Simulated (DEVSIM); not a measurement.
Structure: Schottky contact on n-type Si, at 300 K.

Layer 1 from the left is Si, thickness (μm) 7.10, Nd (cm⁻³) 1.6e16, τn (s) 0.00073, τp (s) 0.00073.

Left contact: Schottky, work function 4.65 eV, emission velocity 1.6e6 cm/s. Right contact: ohmic. Voltage is applied to the left contact. Recombination: SRH at mid-gap, Auger. Mobility is μmin + (μ − μmin)/(1 + (N/Nref)^α).

Constants are typed, rounded textbook-type inputs, not results; the design itself was drawn at random and stands for no fabricated device. Values at 300 K.

Si: gap (eV) 1.124, affinity (eV) 4.05, permittivity 11.7, Nc (cm⁻³) 2.86e19, Nv (cm⁻³) 3.1e19, μn (cm²/Vs) 1417, μp (cm²/Vs) 470, μn,min 52, μp,min 45, Nref,n 9.7e16, Nref,p 2.2e17, αn 0.68, αp 0.72, Cn (cm⁶/s) 2.8e-31, Cp (cm⁶/s) 9.9e-32.

Simulated with DEVSIM: 1D drift-diffusion, Boltzmann statistics, complete ionisation; no tunnelling, impact ionisation, image-force lowering or self-heating. Metal contacts follow the ideal Schottky-Mott rule: no Fermi-level pinning, no interface dipoles.

What does the simulation give for the largest field in the device at zero bias, the dark forward voltage at 100 A/cm², the potential step across the device at zero bias?

largest field in the device at zero bias 43000 V/cm; dark forward voltage at 100 A/cm² 0.340 V; potential step across the device at zero bias 0.406 V.
